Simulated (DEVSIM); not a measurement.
System: abrupt Si n-p junction, at 300 K.

Layer 1 from the left is Si, thickness (μm) 29.0, Nd (cm⁻³) 1.6e16, τn (s) 0.00088, τp (s) 0.00088. Layer 2 from the left is Si, thickness (μm) 140, Na (cm⁻³) 3e14, τn (s) 0.00088, τp (s) 0.00088.

Left contact: ohmic. Right contact: ohmic. Voltage is applied to the left contact. Recombination: SRH at mid-gap, Auger. Mobility is constant in doping.

This is a model device: material constants are rounded textbook-type values typed into the input, and sizes, dopings and lifetimes were drawn at random. Values at 300 K.

Si: gap (eV) 1.124, affinity (eV) 4.05, permittivity 11.7, Nc (cm⁻³) 2.86e19, Nv (cm⁻³) 3.1e19, μn (cm²/Vs) 1417, μp (cm²/Vs) 470, Cn (cm⁶/s) 2.8e-31, Cp (cm⁶/s) 9.9e-32.

Q: Estimate by hand the built-in potential, the peak field at zero bias, the capacitance at 0.6 V, and compare with a numerical solution.

A: 
- Built-in potential: ni = √(Nc Nv) exp(−Eg/2kT) = 1.08e10 cm⁻³ with Eg = 1.124 eV; Vbi = kT/q ln(Na Nd/ni²) = 0.632 V; numerical 0.632 V.
- Peak field at zero bias: depletion approximation: W = √(2εVbi/(qN)) = 1.67 μm with N = 2.94e14 cm⁻³; field = 2Vbi/W = 7590 V/cm; numerical 9170 V/cm (estimate below by 17 %).
- Capacitance at 0.6 V: C = √(qεN / 2(Vbi + |V|)) = 4.45 nF/cm²; numerical 4.57 nF/cm² (estimate below by 2.6 %).

Simulated with DEVSIM: 1D drift-diffusion, Boltzmann statistics, complete ionisation; no tunnelling, impact ionisation, image-force lowering or self-heating.
